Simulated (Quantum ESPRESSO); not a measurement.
Band structure of MgAu₃ (I4/mmm, 4 atoms in the cell).

```yaml
crystal:
  lattice:
    - [-2.06574, 2.06574, 4.21043]
    - [2.06574, -2.06574, 4.21043]
    - [2.06574, 2.06574, -4.21043]
  atoms:
    - { symbol: Mg, position: [0.00000, 0.00000, 0.00000] }
    - { symbol: Au, position: [0.50000, 0.50000, 0.00000] }
    - { symbol: Au, position: [0.75000, 0.25000, 0.50000] }
    - { symbol: Au, position: [0.25000, 0.75000, 0.50000] }
```

Method: LDA (PZ), GBRV 1.5 ultrasoft (LDA) pseudopotentials (plane waves; Quantum ESPRESSO 7.5).

Settings: ecutwfc = 40 Ry; ecutrho = 320 Ry; occupations = smearing; smearing = mp; degauss = 0.0099958 Ry; potentials = {Mg: mg_lda_v1.4.uspp.F.UPF, Au: au_lda_v1.uspp.F.UPF}; K_POINTS = automatic 9 9 9 0 0 0; nbnd = 28; conv_thr = 1e-10 Ry; mixing_beta = 0.3.

The starting cell comes from a database of computed structures (which also holds hypothetical and non-ambient phases and stackings), without a prior relaxation at this level. Its lattice was rescaled by a random factor within 2.5 % of one. Spin-orbit coupling is off.

Levels in eV from the Fermi level, bands 19 to 26:
| point | 19 | 20 | 21 | 22 | 23 | 24 | 25 | 26 |
|---|---|---|---|---|---|---|---|---|
| Γ | -2.68 | -1.82 | 0.49 | 3.18 | 4.33 | 4.47 | 4.47 | 5.32 |
| X | -2.36 | -2.27 | -1.26 | -1.05 | -0.56 | 1.42 | 2.79 | 6.82 |
| Y | -2.68 | -2.14 | -1.98 | -1.44 | -0.49 | 3.32 | 3.90 | 7.08 |
| S | -3.28 | -2.55 | -2.15 | -1.72 | 3.51 | 4.45 | 6.04 | 6.96 |
| Z | -2.51 | -2.38 | -1.82 | 0.79 | 0.79 | 4.08 | 5.59 | 8.79 |
| S1 | -3.28 | -2.55 | -2.15 | -1.72 | 3.51 | 4.45 | 6.04 | 6.96 |
| N | -3.44 | -2.50 | -2.14 | 0.69 | 1.46 | 5.04 | 5.85 | 6.44 |
| P | -2.64 | -2.62 | -1.14 | -0.67 | -0.67 | 3.19 | 3.19 | 3.80 |
| Y1 | -2.68 | -2.14 | -1.98 | -1.44 | -0.49 | 3.32 | 3.90 | 7.08 |

Bands cross the Fermi level along this path, so the cell is metallic at this level.
